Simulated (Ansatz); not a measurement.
**HfO2: pressure series**

Base system: HfO$_{2}$ (space group P4_2/nmc, No. 137; a = 3.604 Å, c = 5.264 Å).

Cell and atoms are relaxed at each pressure.

Level of theory: plane-wave PAW DFT at the PBE level (Ansatz, an electronic-structure program, 420 eV), no spin-orbit coupling.

Notes on the quantities. enthalpy: H = E + PV relative to the base's energy.

```
variant           smallest direct gap  volume per atom       enthalpy  band gap
----------------  -------------------  ---------------  -------------  --------
base                          4.73 eV         11.40 Å³              –   4.67 eV
pressure −2 GPa               4.73 eV         11.54 Å³  -0.14 eV/atom   4.67 eV
pressure −1 GPa               4.73 eV         11.47 Å³  -0.07 eV/atom   4.67 eV
pressure 0.3 GPa              4.73 eV         11.38 Å³  +0.02 eV/atom   4.67 eV
pressure 0.7 GPa              4.73 eV         11.35 Å³  +0.05 eV/atom   4.67 eV
pressure 1.5 GPa              4.74 eV         11.30 Å³  +0.11 eV/atom   4.67 eV
pressure 3 GPa                4.74 eV         11.21 Å³  +0.21 eV/atom   4.67 eV
pressure 5 GPa                4.74 eV         11.09 Å³  +0.35 eV/atom   4.67 eV
pressure 7.5 GPa              4.74 eV         10.96 Å³  +0.52 eV/atom   4.64 eV
pressure 10 GPa               4.75 eV         10.83 Å³  +0.69 eV/atom   4.62 eV
```

Spin-orbit coupling, missing from the scalar runs, can matter with Hf. Load acts through the strain it causes; cell and atoms are relaxed under it. No phonon test of stability was made. Competing high-pressure phases were not computed. This is not the structure that HfO2 has at room temperature and ambient pressure.
